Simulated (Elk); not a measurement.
Input and output of a self-consistent single point for HfIr3 (Pm-3m, 4 atoms in the cell) (Elk).

Method of the run: PBEsol, all-electron FP-LAPW, Elk's shipped species files, APW+lo basis with extra local orbitals (Elk 10.2.4).

```yaml
crystal:
  lattice:
    - [3.94503, 0.00000, 0.00000]
    - [0.00000, 3.94503, 0.00000]
    - [0.00000, 0.00000, 3.94503]
  atoms:
    - { symbol: Hf, position: [0.00000, 0.00000, 0.00000] }
    - { symbol: Ir, position: [0.00000, 0.50000, 0.50000] }
    - { symbol: Ir, position: [0.50000, 0.00000, 0.50000] }
    - { symbol: Ir, position: [0.50000, 0.50000, 0.00000] }
```

Reference input (self-consistent single point, DFT, PBEsol, all-electron FP-LAPW, Elk's shipped species files, APW+lo basis with extra local orbitals): xctype = 22; rgkmax = 7.5; stype = 1; swidth = 0.00367493 Ha; ngridk = 7 7 7; tforce = true; gmaxvr = 18 1/bohr; lmaxapw = 10; lmaxo = 8; nxlo = 2; lorbcnd = true; lradstp = 2. This run's input differs from it in these lines:

```diff
@@ -62,3 +62,3 @@
 ngridk
-  7 7 7
+  8 8 8
```

Log, with long lists cut:

```
│ Self-consistent loop started │
│ Loop number : 1 │
 total energy                :     -68664.7831643
│ Loop number : 2 │
 total energy                :     -68665.5722306
RMS change in Kohn-Sham potential (target) :   0.1004140555     (  0.1000000000E-05)
Absolute change in total energy (target)   :   0.7890662858     (  0.1000000000E-03)
│ Loop number : 3 │
 total energy                :     -68665.9707661
RMS change in Kohn-Sham potential (target) :   0.9649568777E-01 (  0.1000000000E-05)
Absolute change in total energy (target)   :   0.5958021245     (  0.1000000000E-03)
│ Loop number : 4 │
   [... lines left out ...]
Absolute change in total energy (target)   :   0.1758539292E-03 (  0.1000000000E-03)
│ Loop number : 16 │
 total energy                :     -68652.7597850
RMS change in Kohn-Sham potential (target) :   0.8136346653E-07 (  0.1000000000E-05)
Absolute change in total energy (target)   :   0.1437871833E-03 (  0.1000000000E-03)
│ Loop number : 17 │
 total energy                :     -68652.7597931
RMS change in Kohn-Sham potential (target) :   0.2089810534E-07 (  0.1000000000E-05)
Absolute change in total energy (target)   :   0.2783385571E-04 (  0.1000000000E-03)
Convergence targets achieved

│ Loop number : 18 │

Energies :
 Fermi                       :     0.457499779029
 total energy                :     -68652.7597914

Density of states at Fermi energy :    99.60993620
 (states/Hartree/unit cell)

Estimated indirect band gap :   0.4371799461E-03
 from k-point     11 to k-point      9
Estimated direct band gap   :   0.7023588267E-02
 at k-point     17

Charges :
 core                        :    190.0000000
 valence                     :    113.0000000
 interstitial                :    4.764486165
 muffin-tins (core leakage)
  species :    1 (Hf)
   atom    1                 :    70.25467566     (  0.1464444935E-05)
  species :    2 (Ir)
   atom    1                 :    75.99361273     (  0.6567881465E-03)
   atom    2                 :    75.99361273     (  0.6567881465E-03)
   [... lines left out ...]
   total force               :     0.00000000   -0.00000000    0.00000000
   total magnitude           :     0.00000000
  atom :    3
   Hellmann-Feynman          :     0.00000000    0.00000000    0.00000000
   IBS                       :     0.00000000   -0.00000000    0.00000000
   total force               :     0.00000000   -0.00000000    0.00000000
   total magnitude           :     0.00000000
```

The run converged in 18 iterations. The count includes the last loop, which Elk runs after its targets are met. Against the reference run the total energy rises by 3.2 meV/atom.

The starting cell comes from a database of computed structures (which also holds hypothetical and non-ambient phases and stackings), without a prior relaxation at this level. Its lattice was rescaled by a random factor within 2.5 % of one. Spin-orbit coupling is off. Spin polarisation is off. Values depend on the basis (sphere radii, cutoffs, local orbitals), which need not be converged. The log's line on a gap gives a spacing of levels on this mesh, which the program prints for metals too.

Cost on one core of a shared machine: roughly 3 min.
